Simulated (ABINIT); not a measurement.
Input and output of a self-consistent single point for CdSO₃ (P2_1/c, 20 atoms in the cell) (ABINIT)

Computed with LDA (PW92), PAW (JTH v2.0 LDA PAW) (plane waves; ABINIT).

Input as run:

```
# CdSO3, JTH v2.0 LDA PAW
pp_dirpath "./"
pseudos "Cd.LDA_PW-JTH.xml, S.LDA_PW-JTH.xml, O.LDA_PW-JTH.xml"
acell 3*1.0
rprim
         8.5008857285    0.0000000000   -0.0000000000
         0.0000000000   16.7763989399   -0.0000000000
        -0.2528245685   -0.0000000000   13.5353428916
natom 20
ntypat 3
znucl 48 16 8
typat 1 1 1 1 2 2 2 2 3 3 3 3 3 3 3 3 3 3 3 3
xred
         0.7850800000    0.7106300000    0.5268800000
         0.2149200000    0.2893700000    0.4731200000
         0.2149200000    0.2106300000    0.9731200000
         0.7850800000    0.7893700000    0.0268800000
         0.2584900000    0.5719500000    0.7877000000
         0.7415100000    0.4280500000    0.2123000000
         0.7415100000    0.0719500000    0.7123000000
         0.2584900000    0.9280500000    0.2877000000
         0.7347600000    0.9022400000    0.7449600000
         0.2652400000    0.0977600000    0.2550400000
         0.2652400000    0.4022400000    0.7550400000
         0.7347600000    0.5977600000    0.2449600000
         0.9301600000    0.6098600000    0.8160200000
         0.0698400000    0.3901400000    0.1839800000
         0.0698400000    0.1098600000    0.6839800000
         0.9301600000    0.8901400000    0.3160200000
         0.3064900000    0.8611200000    0.0936400000
         0.6935100000    0.1388800000    0.9063600000
         0.6935100000    0.3611200000    0.4063600000
         0.3064900000    0.6388800000    0.5936400000
ecut 24 Ha
pawecutdg 48 Ha
pawovlp -1
pawxcdev 0
ixc 7
occopt 3
tsmear 0.02 eV
nband 89
kptopt 1
ngkpt 3 2 2
nshiftk 1
shiftk 0 0 0
nstep 50
tolvrs 1.0e-11
prtwf 0
prtden 0
prtvol 1
enunit 1
```

Output (repeated stretches shortened):

```
 Symmetries : space group P2_1/c (# 14); Bravais mP (primitive monocl.)

 -outvars: echo values of preprocessed input variables --------
            acell      1.0000000000E+00  1.0000000000E+00  1.0000000000E+00 Bohr
             ecut      2.40000000E+01 Hartree
           enunit           1
              ixc           7
         kptrlatt        3    0    0      0    2    0      0    0    2
          kptrlen      2.55026572E+01
            natom          20
            nband          89
            ngfft          40      75      60
          ngfftdg          54     108      90
             nkpt           8
            nstep          50
             nsym           4
           ntypat           3
           occopt           3
        pawecutdg      4.80000000E+01 Hartree
          pawovlp     -1.0000000000E+00
         pawxcdev           0
            rprim      8.5008857285E+00  0.0000000000E+00 -0.0000000000E+00
                       0.0000000000E+00  1.6776398940E+01 -0.0000000000E+00
                      -2.5282456850E-01 -0.0000000000E+00  1.3535342892E+01
          spgroup          14
           tolvrs      1.00000000E-11
           tsmear      7.34986508E-04 Hartree
            typat      1  1  1  1  2  2  2  2  3  3  3  3  3  3  3  3  3  3  3  3
           useylm           1
             xred      7.8508000000E-01  7.1063000000E-01  5.2688000000E-01
                       2.1492000000E-01  2.8937000000E-01  4.7312000000E-01
                       2.1492000000E-01  2.1063000000E-01  9.7312000000E-01
                       7.8508000000E-01  7.8937000000E-01  2.6880000000E-02
   [... 16 lines left out ...]
            znucl       48.00000   16.00000    8.00000

== DATASET  1 ==================================================================

 Exchange-correlation functional for the present dataset will be:
  LDA: Perdew-Wang 92 LSD fit to Ceperley-Alder data - ixc=7
 Citation for XC functional:
  J.P.Perdew and Y.Wang, PRB 45, 13244 (1992)

 Real(R)+Recip(G) space primitive vectors, cartesian coordinates (Bohr,Bohr^-1):
 R(1)=  8.5008857  0.0000000  0.0000000  G(1)=  0.1176348  0.0000000  0.0021973
 R(2)=  0.0000000 16.7763989  0.0000000  G(2)=  0.0000000  0.0596075  0.0000000
 R(3)= -0.2528246  0.0000000 13.5353429  G(3)=  0.0000000  0.0000000  0.0738807
 Unit cell volume ucvol=  1.9303328E+03 bohr^3
 Angles (23,13,12)=  9.00000000E+01  9.10700945E+01  9.00000000E+01 degrees

 Coarse grid specifications (used for wave-functions):

 getcut: wavevector=  0.0000  0.0000  0.0000  ngfft=  40  75  60
         ecut(hartree)=     24.000   => boxcut(ratio)=   2.00015

 Fine grid specifications (used for densities):

 getcut: wavevector=  0.0000  0.0000  0.0000  ngfft=  54 108  90
         ecut(hartree)=     48.000   => boxcut(ratio)=   2.03680

   2.37771376E+04                                ecore*ucvol(ha*bohr**3)

_setup2: Arith. and geom. avg. npw (full set) are   10840.083   10840.066

--- !BeginCycle
solver: {iscf: 17, nstep: 50, nline: 4, wfoptalg: 10, }
tolerances: {tolvrs: 1.00E-11, }
...

     iter   Etot(hartree)      deltaE(h)  residm     nres2
 ETOT  1  -425.49193889997    -4.255E+02 2.065E-01 1.777E+02
 ETOT  2  -425.99459272963    -5.027E-01 1.523E-02 6.399E+01
 ETOT  3  -425.90591967164     8.867E-02 6.504E-03 2.861E+00
 ETOT  4  -425.90541238809     5.073E-04 3.941E-03 3.238E-01
 ETOT  5  -425.90784482816    -2.432E-03 2.589E-03 4.813E-02
 ETOT  6  -425.90900438640    -1.160E-03 1.057E-03 1.164E-02
   [... 22 lines left out ...]
 ETOT 29  -425.90969868827     6.310E-12 1.307E-05 2.793E-09
 ETOT 30  -425.90969868828    -4.036E-12 2.860E-05 1.507E-09
 ETOT 31  -425.90969868828     2.331E-12 1.314E-05 8.472E-10
 ETOT 32  -425.90969868827     4.263E-12 2.773E-05 4.484E-11
 ETOT 33  -425.90969868828    -5.173E-12 1.277E-05 1.682E-12

 At SCF step   33       nres2   =  1.68E-12 < tolvrs=  1.00E-11 =>converged.

 Cartesian components of stress tensor (hartree/bohr^3)
  sigma(1 1)=  7.75318665E-05  sigma(3 2)=  0.00000000E+00
  sigma(2 2)=  5.48031831E-05  sigma(3 1)=  1.64862128E-05
  sigma(3 3)=  1.05340416E-04  sigma(2 1)=  0.00000000E+00

 ----iterations are completed or convergence reached----

 reduced coordinates (array xred) for   20 atoms
       0.785080000000      0.710630000000      0.526880000000
       0.214920000000      0.289370000000      0.473120000000
       0.214920000000      0.210630000000      0.973120000000
   [... 17 lines left out ...]
 cartesian forces (eV/Angstrom) at end:
    1     -0.05458204461808     0.04656337310943    -0.01404474293063
    2      0.05458204461808    -0.04656337310943     0.01404474293063
    3      0.05458204461808     0.04656337310943     0.01404474293063
   [... 17 lines left out ...]
 frms,max,avg= 3.8498639E-01 7.8967088E-01   0.000E+00  0.000E+00  0.000E+00 e/A
 length scales=  1.000000000000  1.000000000000  1.000000000000 bohr
              =  0.529177208590  0.529177208590  0.529177208590 angstroms
 Fermi (or HOMO) energy (eV) =   4.21093   Average Vxc (eV)= -10.07973
 Eigenvalues (   eV  ) for nkpt=   8  k points:
 kpt#   1, nband= 89, wtk=  0.08333, kpt=  0.0000  0.0000  0.0000 (reduced coord)
 -19.35446  -19.24952  -19.22916  -19.19944  -16.00858  -15.86837  -15.76864  -15.75803
 -15.63863  -15.60691  -15.57717  -15.53391   -7.26456   -6.91615   -6.71341   -6.71113
  -5.06127   -4.81453   -4.68403   -4.59458   -4.47443   -4.43948   -4.41005   -4.24616
  -4.14382   -4.10194   -4.10161   -4.02970   -3.83871   -3.80154   -3.76318   -3.65752
  -3.65440   -3.60060   -3.53930   -3.48014   -3.46089   -3.28151   -3.16271   -2.90121
  -2.89685   -2.72088   -2.11610   -2.10940   -2.05623   -2.03901   -2.00858   -1.81212
  -0.98256   -0.89778   -0.68066   -0.54099   -0.46486   -0.08212    0.01228    0.24986
   0.25641    0.29104    0.30992    0.81407    0.93433    1.00226    1.06952    1.35429
   1.61593    1.71362    1.75970    1.82205    1.95245    2.04240    2.50866    2.73034
   6.41055    6.79361    7.34526    7.58077    9.06045    9.09889    9.10710    9.30495
   9.52351    9.79518    9.88721    9.91343    9.95519   10.38450   10.53945   11.23558
  11.52075
 prteigrs : prtvol=0 or 1, do not print more k-points.

--- !EnergyTerms
comment             : Components of total free energy in Hartree
kinetic             :  1.61589035932706E+02
hartree             :  1.24978752501625E+02
xc                  : -6.21074278507317E+01
Ewald energy        : -2.97531052728486E+02
psp_core            :  1.23176365465666E+01
local_psp           : -3.90268631337153E+02
spherical_terms     :  2.51119875652049E+01
internal            : -4.25909699370268E+02
'-kT*entropy'       :  4.51581452471791E-15
total_energy        : -4.25909699370268E+02
total_energy_eV     : -1.15895923192616E+04
...

-Cartesian components of stress tensor (GPa)         [Pressure= -2.3309E+00 GPa]
- sigma(1 1)=  2.28106588E+00  sigma(3 2)=  0.00000000E+00
- sigma(2 2)=  1.61236504E+00  sigma(3 1)=  4.85041044E-01
- sigma(3 3)=  3.09922152E+00  sigma(2 1)=  0.00000000E+00

 Calculation completed.
```

The run converged in 33 iterations.

The starting cell comes from a database of computed structures (which also holds hypothetical and non-ambient phases and stackings), without a prior relaxation at this level. Its lattice was rescaled by a random factor within 2.5 % of one.

Cost on one core of a shared machine: roughly 40 min.
